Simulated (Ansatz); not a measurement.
Cubic perovskite BaLiF3 was calculated with PBEsol+SOC (plane waves, PAW; Ansatz, a program for electronic structure).

Numerical settings: plane-wave cutoff 520 eV, 8×8×8 k mesh, Fermi–Dirac smearing 0.01 eV, PAW data made under PBE.

A third-order Birch–Murnaghan fit to the energies gives V0 = 12.406 Å³/atom, B0 = 78.2 GPa, B′ = 4.8.

```tsv
V (Å³/atom)	P (GPa)
11.662	[?]
11.910	[?]
12.159	1.65
12.407	0.00
12.655	[?]
12.903	-2.80
13.151	[?]
```

Problem. Estimate the withheld pressures from this fit; the answers are the runs' own values.

Solution. 
- 11.662, P (GPa): 5.60
- 11.910, P (GPa): 3.51
- 12.655, P (GPa): -1.48
- 13.151, P (GPa): -3.97

The formula P = (3/2) B0 (x^(7/3) − x^(5/3)) [1 + (3/4)(B′ − 4)(x^(2/3) − 1)] with x = V0/V meets the computed pressures within 0.02 GPa when these rounded values are put in.

Note: the relaxation could not lower the start's symmetry, so the cell can be a saddle point above a distorted one.

Computed values are for the static lattice.
